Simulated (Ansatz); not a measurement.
**Pressure series in BP**

Base system: BP in the zinc blende structure (space group F-43m, No. 216; a = 4.537 Å).

Cell and atoms are relaxed at each pressure.

Levels (all Ansatz, a program for electronic structure, PAW): r2SCAN (500 eV, without spin-orbit coupling); HSE06 (420 eV, without spin-orbit coupling).

Band gaps by level, all at the geometries relaxed with r2SCAN:

```csv
case,r2SCAN,HSE06
base,1.41 eV,1.96 eV
pressure 1.8 GPa,1.40 eV,1.94 eV
pressure 4.2 GPa,1.38 eV,1.93 eV
pressure 9 GPa,1.34 eV,1.89 eV
pressure 18 GPa,1.28 eV,1.83 eV
pressure 30 GPa,1.19 eV,1.75 eV
pressure 45 GPa,1.10 eV,1.65 eV
pressure 60 GPa,1.00 eV,1.55 eV
```

Single points use the geometry relaxed with r2SCAN. HSE06 gaps are upper bounds (no full band path). Load acts through the strain it causes; cell and atoms are relaxed under it. Whether these cells are dynamically stable was not tested. No other phases were tried under pressure.
